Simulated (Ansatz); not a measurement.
Results of PBEsol (plane waves, PAW; Ansatz, a program for electronic structure) for MoPt (model structure, started from the CuAu type, P4/mmm, No. 123, 2 atoms in the cell).

Numerical settings: plane-wave cutoff 520 eV, 20×20×16 k mesh (along the axes of the cell as run), Fermi–Dirac smearing 0.05 eV, no spin polarisation, scalar-relativistic PAW data made under PBE.

Cell (relaxed at this level):

```yaml
crystal:
  lattice:
    - [2.69881, 0.00000, 0.00000]
    - [0.00000, 2.69881, 0.00000]
    - [0.00000, 0.00000, 4.09218]
  atoms:
    - { symbol: Mo, position: [0.50000, 0.50000, 0.50000] }
    - { symbol: Pt, position: [0.00000, 0.00000, 0.00000] }
```

**Question.** Give the computed bulk modulus B0.

**Answer.** 
- bulk modulus B0: 302 GPa

Note: the run has no spin polarisation, so it can have missed a magnetic state; the bulk modulus is −V dP/dV from two relaxed cells at ±2 % in volume; the relaxation could raise the start's symmetry but not lower it, so the cell can be a saddle point.

Spin–orbit coupling is not included.

The computed numbers hold no vibrational or temperature effects.

It cost around 4 core-minutes (rough) of CPU time.

A model structure was made by putting elements into a prototype or built by hand; it is no filed structure, need not be a known phase, and can be a saddle point held by its symmetry.
